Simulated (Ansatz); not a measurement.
**What uniaxial strain ε_zz = −2.25 % does to InAgTe2**

The parent structure is InAgTe₂ in the chalcopyrite structure (space group I-42d, No. 122; a = 6.569 Å, c = 12.999 Å). Axes: x, y, z lie along a, b, c of the conventional cell.

It is then changed as follows: the cell is compressed by 2.25 % along z with no lateral relaxation; the atoms relax in the strained cell.

All numbers come from Kohn–Sham DFT with the PBE functional, run in Ansatz (a quantum-chemistry and plane-wave program) with PAW and 420 eV plane waves, no spin-orbit coupling. Settings: 7×7×7 k-points, 0.05 eV Fermi–Dirac smearing.

The volume per atom decreases by 0.79 Å³ to 34.27 Å³ and the space group is still I-42d (No. 122). The shortest interatomic distance decreases by 0.0217 Å to 2.792 Å and the energy increases by 2.7 meV/atom. The band gap increases by 0.023 eV, from 0.05 eV to 0.08 eV (uncertain: the Fermi level lies in a band; the base alone) and the stress (xx, yy, zz, yz, xz, xy; compression positive) is (0.77, 0.77, 1.11, 0.00, 0.00, 0.00) GPa.

Final structure:

```
CELL_PARAMETERS angstrom
     -3.28433     3.28433     6.35346
      3.28433    -3.28433     6.35346
      3.28433     3.28433    -6.35346
ATOMIC_POSITIONS crystal
  In 0.50000 0.50000 0.00000
  In 0.25000 0.75000 0.50000
  Te 0.37500 0.36921 0.49421
  Te 0.63079 0.12500 0.00579
  Te 0.87500 0.88079 0.50579
  Te 0.11921 0.62500 0.99421
  Ag 0.00000 0.00000 0.00000
  Ag 0.75000 0.25000 0.50000
```

Cost of the whole job for the changed cell (relaxation, final SCF and bands): around 2.7 core-minutes (rough).

With Te present, leaving out spin-orbit coupling can change the band edges. Whether these cells are dynamically stable was not tested. The zero or small gap of InAgTe2 can change with the level of theory.
